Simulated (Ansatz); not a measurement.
A working Ansatz (a quantum-chemistry and plane-wave program) input for YbPd (Pm-3m, 2 atoms in the cell) (DFT, r2SCAN, plane waves, default PAW files made with PBE):

Ansatz 0.2 input:
```yaml
# YbPd
crystal:
  lattice:
    - [3.440000, 0.000000, 0.000000]
    - [0.000000, 3.440000, 0.000000]
    - [0.000000, 0.000000, 3.440000]
  atoms:
    - { symbol: Pd, position: [0.000000, 0.000000, 0.000000] }
    - { symbol: Yb, position: [0.500000, 0.500000, 0.500000], spin: 1.0 }
basis:
  ecutwfc: 36.7 Ry
kpoints:
  mp_grid:
    grid: [8, 8, 8]
hamiltonian:
  xc: r2scan
  pseudopotentials:
    kind: paw
magnetization:
  spin_polarized: true
scf:
  occupations:
    method: fermi_dirac
    width: 0.0037 Ry
output:
  forces: true
  eigenvalues: true
  stress: true
```

The run converged in 26 iterations: free energy E − TS (on the zero of these files) -20793.2670 eV; Fermi level (on the code's own zero) 16.90 eV; pressure 1.75 GPa; size of the cell's spin moment 0.38 μB. Each of these slips is then made, one at a time:

(1)
```diff
+  max_iter: 40
+  convergence:
+    dr2_threshold: 1.0e-22 eV
```

(2)
```diff
-hamiltonian:
+hamiltonain:
```

(3)
```diff
+  max_iter: 2
```

### Question
What happens in each case?

### Answer

(1) A threshold far tighter than needed, beside a limit on iterations. The run ended unconverged after 40 iterations.
```
did not converge after 40 iterations: onsite_residual = 2.17e-17 (threshold 1.00e-22), under the density mixer `broyden`, which `scf.mixing.algorithm: auto` chose by the deck's other keys (type `scf.mixing.algorithm: broyden` to keep it); raise `scf.max_iter`, which need not help a stalled SCF, or adjust the mixing (`scf.mixing`) or, under a smeari [...]
```

(2) A keyword that the program does not know. The program stopped before any SCF iteration.
```
Error: YAML parse error: error: line 15 column 1: unknown field `hamiltonain`, expected one of crystal, accuracy, basis, kpoints, hamiltonian, magnetization, projection, total_charge, correlation, batch, efield, external_charges, scf, relax, neb, saddle, md, ramp, phonons, dielectric, real_time, elastic, magnetic_configurations, gw, evaluate, workf [...]
```

(3) An iteration limit that is too low. The run ended unconverged after 2 iterations.
```
did not converge after 2 iterations: dr2 = 6.28e-1 (threshold 1.00e-7), under the density mixer `broyden`, which `scf.mixing.algorithm: auto` chose by the deck's other keys (type `scf.mixing.algorithm: broyden` to keep it); raise `scf.max_iter`, which need not help a stalled SCF, or adjust the mixing (`scf.mixing`) or, under a smearing, its width ( [...]
```

The starting cell comes from a database of published, mostly measured structures (it also holds non-ambient and calculated ones), without a prior relaxation at this level. With one magnetic atom in the cell only a parallel order is possible. With U or open f shells several self-consistent states can exist. Ansatz's pressure includes its estimate of the finite-basis (Pulay) stress. The cutoff lies below the one recommended for these files.

Left out of this page: 1 run of the series stopped by limits of time or memory; 3 runs of the series with a known weakness of the program.
